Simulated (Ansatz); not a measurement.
Base system: HgS in the zinc blende structure (space group F-43m, No. 216; a = 5.876 Å). Axes: x, y, z lie along the cube axes.

Computed with PBEsol/PAW in Ansatz (a first-principles code), scalar-relativistic without spin-orbit coupling.

Strains are applied to the cell and any free atomic positions relax; under biaxial strain the out-of-plane vector relaxes too.

One change was made to it. Results:

The energy rises by 4.5 meV/atom; the pressure (mean of the normal stresses, compression positive) goes from zero to -1.6 GPa.

Problem. What was done to the base?
A. biaxial strain +2.34 %, plane normal [001], relaxed out of plane
B. uniaxial strain ε_xx = +2.85 %
C. biaxial strain +2.14 %, plane normal [001], relaxed out of plane
D. isotropic strain −4.20 %

Solution. B, uniaxial strain ε_xx = +2.85 %. For comparison, the pressure in the other runs: biaxial strain +2.14 %, plane normal [001], relaxed out of plane gives -0.6 GPa; isotropic strain −4.20 % gives 10.7 GPa; biaxial strain +2.34 %, plane normal [001], relaxed out of plane gives -0.6 GPa.

The mesh was chosen for an insulator and is coarse for the gapless case. Stability against distortions was not tested. The final runs are not spin-polarised. Gaps under 0.05 eV, about the width of the smearing, are given as zero.
